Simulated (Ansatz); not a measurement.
The parent structure is Rb2LiTlBr6 (space group Fm-3m, No. 225; a cell from a computed database, its experimental status unchecked).

```
CELL_PARAMETERS angstrom
      0.00000     5.40693     5.40693
      5.40693     0.00000     5.40693
      5.40693     5.40693     0.00000
ATOMIC_POSITIONS crystal
  Rb 0.75000 0.75000 0.75000
  Rb 0.25000 0.25000 0.25000
  Li 0.50000 0.50000 0.50000
  Tl 0.00000 0.00000 0.00000
  Br 0.74714 0.25286 0.25286
  Br 0.25286 0.74714 0.74714
  Br 0.25286 0.74714 0.25286
  Br 0.74714 0.25286 0.74714
  Br 0.25286 0.25286 0.74714
  Br 0.74714 0.74714 0.25286
```

Cartesian axes are those of the cell as printed.

Method: Ansatz (a quantum-chemistry and plane-wave program), PBEsol, PAW, cutoff 420 eV, no SOC, earlier PAW set.

Before the change:

The valence-band top at Γ is 0.00, 0.00, 0.00 eV.

One thing is altered: compressive biaxial strain of 1.16 % in the plane normal to [110], as in epitaxy on a mismatched substrate; the out-of-plane cell vector and the atoms relax.

Task: What does the calculation give for the valence-band top at Γ, out-of-plane strain and in-plane stress after the change?

Result: The valence-band top at Γ (three highest levels, from the VBM) goes from 0.00, 0.00, 0.00 eV to 0.00, -0.01, -0.03 eV; the out-of-plane strain amounts to +0.99 %; the mean in-plane stress (compression positive) is +0.4 GPa.

Spin-orbit coupling, missing from the scalar runs, can matter with Tl. The levels and masses belong to the bands next to the band gap. No phonon test of stability was made.
